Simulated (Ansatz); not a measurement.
Response to strain in BP

Consider BP in the zinc blende structure (space group F-43m, No. 216; a = 4.520 Å). Axes: x, y, z lie along the cube axes.

Strains are applied to the cell and any free atomic positions relax.

Level of theory: Ansatz (a program for electronic structure) PBEsol, no SOC.

Notes on the quantities. energy relative to the base: free energy F.

| uniaxial strain ε_zz (%) | energy relative to the base (meV/atom) |
|---|---|
| -3 | 11.5 |
| -2.5 | 7.9 |
| -2 | 5.1 |
| -1.5 | 2.8 |
| -1 | 1.3 |
| -0.5 | ? |
| 0 | 0.0 |

Q: Fit ΔE = Aε² + Bε³ (ε in %) to the rows shown and predict the withheld row.

A: Least squares on the printed values gives A = 1.24 and B = -0.011 meV/atom (largest residual 0.0 meV/atom); this predicts 0.3 meV/atom, and the run gives 0.3 meV/atom, in agreement.

Stability against distortions was not tested.
